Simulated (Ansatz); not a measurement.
Defect: F vacancy in rutile-type MgF2, charge state +1. The step: one F atom jumps into the vacancy from a nearby F site; the atom moves 2.33 Å along (-0.35, -0.35, 0.00) of the unit cell; the moving atom starts with neighbours 2 Mg at 1.96, Mg at 2.14 Å and ends with 2 Mg at 1.96, Mg at 2.14 Å. DFT values are from Ansatz (plane-wave PAW, 420 eV unless said) in a cell of 72 host sites, spin-restricted, static, with no finite-size correction. The charge state is imposed; whether it is stable for some Fermi level was not computed. Forms of the defect that were not tried may lie lower. For the PBE band: the program found a first-order saddle point.

```tsv
Level	Forward barrier (eV)	Cost of the band or of the saddle's single point
CHGNet universal potential (has no charge state), its own band	0.68	-
PBE, the Γ point alone, band relaxed	0.53	about 12 core-minutes (a rough figure)
PBE, a 2×2×2 k-point mesh shifted by half a step, same geometries	0.54	roughly 2.8 core-minutes
r2SCAN at 500 eV, the Γ point alone, same geometries	0.50	around 70 core-seconds (rough)
HSE06, Γ point alone, same geometries	0.43	very roughly 6 core-minutes
```

Ansatz is a quantum-chemistry and plane-wave program.
